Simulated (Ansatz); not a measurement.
Levels about the gap of amorphous Hf18O41P2 (61 atoms in a cell of 769 Å³, 8.49 g/cm³; zone centre alone, so wide bands show as single levels with stretches between that a denser mesh fills), at the geometry that PBE relaxed, where it gives 0.0 GPa on a denser mesh. The participation number counts the atoms over which a state spreads; weights are charges in smoothed Voronoi cells. The levels come from a single point, so bond lengths are those of that geometry. Method of the levels: r2SCAN, scalar-relativistic without spin-orbit coupling (Ansatz, a quantum-chemistry and plane-wave program). Sampling: the zone centre alone; Fermi-Dirac width 0.02 eV; no spin polarisation. At PBE the levels at the filled edge of the gap are localised (band-tail or defect states).

Preparation: random packing, a CHGNet melt and quench, and a DFT relaxation. O atoms were pushed apart under 1.9 Å during the dynamics, to hinder bonds among them. The hot cell started wider than the set density and was brought back towards it in steps. It is the lowest in DFT energy of 2 quenches. It is a model cell: composition and starting density were chosen by hand, and all elements were melted together. No dispersion term was used. Its density started from a set value of 8.17 and ended at 8.49 g/cm³. Cooling (nominally 450 K/ps over its main leg) ran many orders faster than in experiment, which tends to leave more defects and strain. One small periodic cell is one sample of the glass; other quenches scatter about these values. Volume and shape were free in the relaxation.

```csv
"E - E(highest filled), eV",filling,participation number,largest on,weight O,weight Hf,weight P
-0.44,filled,17.2,"O, 3 neighbours",0.95,0.05,0.00
-0.41,filled,14.6,"O, 3 neighbours",0.95,0.05,0.00
-0.39,filled,16.7,"O, 4 neighbours",0.95,0.05,0.00
-0.32,filled,12.2,"O, 3 neighbours",0.95,0.04,0.00
-0.25,filled,16.8,"O, 3 neighbours",0.95,0.05,0.00
-0.17,filled,11.5,"O, 3 neighbours",0.94,0.06,0.00
0.00,filled,9.6,"O, 3 neighbours",0.95,0.05,0.00
4.56,empty,28.4,"Hf, 7 neighbours",0.38,0.61,0.01
4.58,empty,22.2,"Hf, 7 neighbours",0.40,0.60,0.00
4.69,empty,18.9,"Hf, 6 neighbours",0.42,0.57,0.01
4.73,empty,29.0,"Hf, 7 neighbours",0.42,0.57,0.01
4.87,empty,16.1,"Hf, 6 neighbours",0.38,0.61,0.01
5.02,empty,14.2,"Hf, 6 neighbours",0.35,0.64,0.00
5.07,empty,25.4,"Hf, 6 neighbours",0.38,0.62,0.01
```

Most localised among these is the filled level at +0.00 eV, on a O atom, which has 3 neighbours (Hf 1.98 Å, Hf 2.05 Å, Hf 2.43 Å).
